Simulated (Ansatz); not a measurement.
Reference: LuP (Fm-3m), PBEsol, DFPT electron-phonon coupling, linearised Boltzmann equation (plane waves, PAW, scalar-relativistic; Ansatz, a first-principles code); geometry: relaxed with this functional, without spin-orbit coupling.

```
CELL_PARAMETERS angstrom
      0.00000     2.72339     2.72339
      2.72339     0.00000     2.72339
      2.72339     2.72339     0.00000
ATOMIC_POSITIONS crystal
  Lu 0.00000 0.00000 0.00000
  P  0.50000 0.50000 0.50000
```

| Item | Value |
|---|---|
| resistivity at 300 K | 14.3 μΩ·cm |
| mean free path at 300 K | 31 nm |
| electron-phonon coupling λ | 0.117 |
| logarithmic mean phonon energy | 26 meV |

Swap P for Sb, keeping the structure type. How do these values move?

LuSb (Fm-3m): volume per atom 20.2 to 26.9 Å³; resistivity at 300 K rises (14.3 μΩ·cm to 16.9 μΩ·cm); mean free path at 300 K stays about the same (31 nm to 28 nm); electron-phonon coupling λ stays about the same (0.117 to 0.119); logarithmic mean phonon energy falls (26 meV to 12.8 meV).

Moves up to 17 % count as about the same. Metals; harmonic phonons alone scatter; means over directions. The mean free path is weighted by the current that each state carries. Halving the electron mesh moves these values by up to 11 %; q meshes are mostly untested. Some of the runs warned that the eigensolver left states short of its tolerance. Spin-orbit coupling is left out.

Computed structure with no diffraction record at hand here (it may be known, metastable or hypothetical): LuP (Fm-3m), LuSb (Fm-3m). The missing spin-orbit coupling matters most for LuP (Fm-3m), LuSb (Fm-3m).
